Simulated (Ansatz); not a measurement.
Levels about the gap of amorphous Zr$_{20}$O$_{43}$Y$_{2}$ (65 atoms in a cell of 848 Å³, 5.27 g/cm³; zone centre alone, so wide bands show as single levels with stretches between that a denser mesh fills), at the geometry that PBE relaxed, where it gives -0.2 GPa on a denser mesh. The participation number counts the atoms over which a state spreads; weights are charges in smoothed Voronoi cells. The levels come from a single point, so bond lengths are those of that geometry. Method of the levels: r2SCAN, scalar-relativistic without spin-orbit coupling (Ansatz, a first-principles code). Sampling: the zone centre alone; Fermi-Dirac width 0.02 eV; no spin polarisation. At PBE the levels at the filled edge of the gap are localised (band-tail or defect states).

It comes from a melt-quench run on a machine-learned potential (CHGNet), relaxed afterwards by DFT. O atoms were pushed apart under 1.9 Å during the dynamics, to hinder bonds among them. The hot cell started wider than the set density and was brought back towards it in steps. It is the lowest in DFT energy of 2 quenches. It is a model cell: composition and starting density were chosen by hand, and all elements were melted together. No dispersion term was used. Its density started from a set value of 5.28 and ended at 5.27 g/cm³. Cooling (nominally 380 K/ps over its main leg) ran many orders faster than in experiment, which tends to leave more defects and strain. Values belong to this one cell and scatter from quench to quench. Volume and shape were free in the relaxation. Stress components on the final sampling reach 1.3 GPa. Cycles of charging lowered its energy after that relaxation.

```json
[
 {"E - E(highest filled), eV": "-0.39", "filling": "filled", "participation number": "13.7", "largest on": "O, 3 neighbours", "weight O": "0.94", "weight Zr": "0.05", "weight Y": "0.00"},
 {"E - E(highest filled), eV": "-0.32", "filling": "filled", "participation number": "12.0", "largest on": "O, 3 neighbours", "weight O": "0.94", "weight Zr": "0.06", "weight Y": "0.00"},
 {"E - E(highest filled), eV": "-0.25", "filling": "filled", "participation number": "12.5", "largest on": "O, 3 neighbours", "weight O": "0.95", "weight Zr": "0.04", "weight Y": "0.00"},
 {"E - E(highest filled), eV": "-0.16", "filling": "filled", "participation number": "11.5", "largest on": "O, 3 neighbours", "weight O": "0.95", "weight Zr": "0.05", "weight Y": "0.00"},
 {"E - E(highest filled), eV": "-0.13", "filling": "filled", "participation number": "10.2", "largest on": "O, 3 neighbours", "weight O": "0.95", "weight Zr": "0.05", "weight Y": "0.00"},
 {"E - E(highest filled), eV": "-0.10", "filling": "filled", "participation number": "15.5", "largest on": "O, 3 neighbours", "weight O": "0.95", "weight Zr": "0.05", "weight Y": "0.00"},
 {"E - E(highest filled), eV": "0.00", "filling": "filled", "participation number": "4.8", "largest on": "O, 3 neighbours", "weight O": "0.95", "weight Zr": "0.05", "weight Y": "0.00"},
 {"E - E(highest filled), eV": "3.81", "filling": "empty", "participation number": "11.6", "largest on": "Zr, 6 neighbours", "weight O": "0.36", "weight Zr": "0.64", "weight Y": "0.00"},
 {"E - E(highest filled), eV": "4.07", "filling": "empty", "participation number": "16.7", "largest on": "Zr, 6 neighbours", "weight O": "0.34", "weight Zr": "0.64", "weight Y": "0.02"},
 {"E - E(highest filled), eV": "4.16", "filling": "empty", "participation number": "19.7", "largest on": "Zr, 6 neighbours", "weight O": "0.34", "weight Zr": "0.64", "weight Y": "0.01"},
 {"E - E(highest filled), eV": "4.22", "filling": "empty", "participation number": "23.9", "largest on": "Zr, 6 neighbours", "weight O": "0.34", "weight Zr": "0.65", "weight Y": "0.02"},
 {"E - E(highest filled), eV": "4.29", "filling": "empty", "participation number": "14.9", "largest on": "Zr, 6 neighbours", "weight O": "0.33", "weight Zr": "0.66", "weight Y": "0.01"},
 {"E - E(highest filled), eV": "4.36", "filling": "empty", "participation number": "24.7", "largest on": "Zr, 6 neighbours", "weight O": "0.33", "weight Zr": "0.66", "weight Y": "0.01"},
 {"E - E(highest filled), eV": "4.42", "filling": "empty", "participation number": "23.5", "largest on": "Zr, 6 neighbours", "weight O": "0.34", "weight Zr": "0.66", "weight Y": "0.00"}
]
```

Most localised among these is the filled level at +0.00 eV, on a O atom, which has 3 neighbours (Zr 2.06 Å, Zr 2.09 Å, Zr 2.41 Å).
